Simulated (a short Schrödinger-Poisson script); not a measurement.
## Symmetric double-gate stack, SiO2 on p-type Si(100)

System: symmetric double-gate stack, SiO2 on p-type Si(100), at 300 K.

```csv
layer,material,thickness (nm),Na (cm⁻³)
1,SiO2,3.8,-
2,Si,8,4e16
3,SiO2,3.8,-
```

Constants are typed, rounded textbook-type inputs, not results; the design itself was drawn at random and stands for no fabricated device. SiO2: permittivity 3.9, conduction-band edge (eV) 3.15, gap (eV) 9, electron mass (mₑ) 0.5. Si: permittivity 11.7, conduction-band edge (eV) 0, gap (eV) 1.124, Nv at 300 K (cm⁻³) 3.1e19.

Channel valleys (confinement mass, in-plane density-of-states mass, number): Δ2 0.916, 0.19, 2; Δ4 0.19, 0.417, 4. At the gates, both at one voltage, the conduction-band edge of layer 1 lies 3.18 eV − eVg above the Fermi level of the channel. Gaps are held at their typed values at every temperature. Mesh 0.03 nm at interfaces.

Solved with a short Schrödinger-Poisson script written for these runs: 1D Poisson equation in equilibrium, electrons quantum, Hartree (BenDaniel-Duke, 12 states a valley, the channel's in-plane mass for all, wave functions ending at the dielectric), parabolic valleys, classical holes, full ionisation, no traps, pinning or gate leakage.

```tsv
Vg (V)	electrons (cm⁻²)	C (μF/cm²)	Δ2 E0 (meV)	Δ2 E1 (meV)	Δ4 E0 (meV)	Δ4 E1 (meV)
-0.15	8.74e9	0.0533	190.6	209.7	215.1	307.8
0.15	1.59e12	1.34	56.1	70.2	81.1	168.6
0.45	4.27e12	1.49	29.3	37.3	57.2	137.8
0.75	7.12e12	1.55	13.1	17.5	46.1	121.0
1.05	1.01e13	1.58	0.1	2.6	39.2	109.8
1.35	1.30e13	1.61	-11.2	-9.7	34.3	101.4
1.65	1.61e13	1.62	-21.5	-20.5	30.5	94.6
1.95	1.91e13	1.63	-30.9	-30.3	27.3	88.8
2.25	2.22e13	1.64	-39.9	-39.5	24.6	83.8
```

Gate voltages with under 1e6 electrons/cm² are left out.

Subbands count from the Fermi level. The capacitance is that of both gates.
